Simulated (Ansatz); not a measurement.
For MgCO3 (R-3c, No. 167), LDA (Ansatz, a quantum-chemistry and plane-wave program, plane waves, PAW) gives:

| Quantity | Value |
|---|---|
| lattice parameter a | 4.598 Å |
| lattice parameter c | 14.593 Å |
| cohesive energy | 6.79 eV/atom |

Q: What does PBE0 (Ansatz, plane waves, PAW) give for the same quantities?

A: 
- lattice constant a: 4.633 Å (increases by 0.8 %)
- lattice parameter c: 15.049 Å (rises by 3.1 %)
- cohesive energy: 5.59 eV/atom (shrinks by 1.20 eV/atom)

Changes are worked out from the printed values.

Unless a cell is named, each level is at its own relaxed cell (LDA 8.91, PBE0 9.33 Å³/atom).

Ansatz's density-functional and Hartree–Fock values are scalar-relativistic unless marked +SOC, with PAW data made under PBE.
